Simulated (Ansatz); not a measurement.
System: Si-vacancy pair (Si on one host Cu site, one Cu site vacant) in fcc Cu (neutral cell). Computed with PBE, PAW (plane waves to 420 eV; Ansatz, an electronic-structure program).

Cell of 32 host sites held at the relaxed PBE lattice; a 3×3×3 k-point mesh shifted by half a step; Fermi-Dirac width 0.10 eV, spin-restricted; finite-size errors left in. Energies are static. Forms of the defect that were not tried may lie lower. The order of the sites in energy changes with the mesh.

Barriers: single points on a 5×5×5 k-point mesh shifted by half a step at the bands' geometries.

The step: one Cu atom jumps into the vacancy from a nearby Cu site (Si-vacancy distance between ideal sites 2.57 → 4.45 Å). Atoms about the jump, Cartesian Å from the middle of the jump, before and after:

| atom | x0 | y0 | z0 | x1 | y1 | z1 |
|---|---|---|---|---|---|---|
| Cu1 | -0.89 | 0.89 | 0.00 | 0.89 | -0.89 | 0.00 |
| Cu2 | 0.91 | 0.90 | 1.80 | 0.89 | 0.91 | 1.79 |
| Cu3 | 0.91 | 0.90 | -1.79 | 0.88 | 0.91 | -1.79 |
| Cu4 | -0.89 | -0.90 | 1.80 | -0.91 | -0.89 | 1.80 |
| Cu5 | -0.85 | -0.92 | -1.79 | -0.91 | -0.90 | -1.80 |
| Cu6 | 2.71 | 0.89 | 0.00 | 2.72 | 0.91 | 0.00 |
| Cu7 | -0.85 | -2.69 | -0.01 | -0.90 | -2.72 | -0.01 |
| Cu8 | 0.91 | 2.73 | 0.00 | 0.89 | 2.71 | 0.00 |
| Cu9 | -2.72 | -0.91 | -0.01 | -2.70 | -0.89 | 0.00 |
| Cu10 | 2.67 | -0.92 | -1.79 | 2.72 | -0.90 | -1.81 |
| Cu11 | 2.71 | -0.90 | 1.80 | 2.72 | -0.90 | 1.81 |
| Cu12 | 0.91 | -2.70 | 1.81 | 0.90 | -2.72 | 1.81 |
| Si13 | 0.91 | -2.72 | -1.81 | 0.90 | -2.72 | -1.81 |
| Cu14 | -0.90 | 2.73 | 1.81 | -0.91 | 2.71 | 1.80 |
| Cu15 | -0.91 | 2.72 | -1.81 | -0.91 | 2.72 | -1.79 |
| Cu16 | -2.72 | 0.90 | 1.81 | -2.70 | 0.91 | 1.79 |
| Cu17 | -2.72 | 0.89 | -1.81 | -2.70 | 0.91 | -1.79 |
| Cu18 | 2.67 | -2.69 | -0.01 | 2.71 | -2.72 | -0.01 |
| Cu19 | 0.91 | -0.91 | 3.64 | 0.90 | -0.90 | 3.63 |
| Cu20 | -0.90 | 0.90 | 3.63 | -0.91 | 0.91 | 3.63 |
| Cu21 | -2.72 | 2.73 | 0.00 | -2.71 | 2.71 | 0.00 |

Q: Predict the transition state.

A: 
```tsv
atom	x	y	z
Cu1	0.06	-0.02	0.02
Cu2	0.94	0.95	1.98
Cu3	0.94	0.95	-1.96
Cu4	-0.94	-0.94	1.96
Cu5	-0.91	-0.95	-1.94
Cu6	2.66	0.87	0.01
Cu7	-0.82	-2.64	-0.02
Cu8	0.87	2.65	0.01
Cu9	-2.66	-0.88	0.00
Cu10	2.67	-0.92	-1.76
Cu11	2.70	-0.90	1.78
Cu12	0.90	-2.70	1.79
Si13	0.91	-2.73	-1.79
Cu14	-0.91	2.71	1.78
Cu15	-0.91	2.71	-1.77
Cu16	-2.70	0.90	1.77
Cu17	-2.70	0.89	-1.76
Cu18	2.66	-2.70	-0.01
Cu19	0.94	-0.95	3.64
Cu20	-0.95	0.94	3.64
Cu21	-2.71	2.72	0.00
```
It lies 0.81 eV above the start and 0.65 eV above the end. The saddle point's order was not checked.
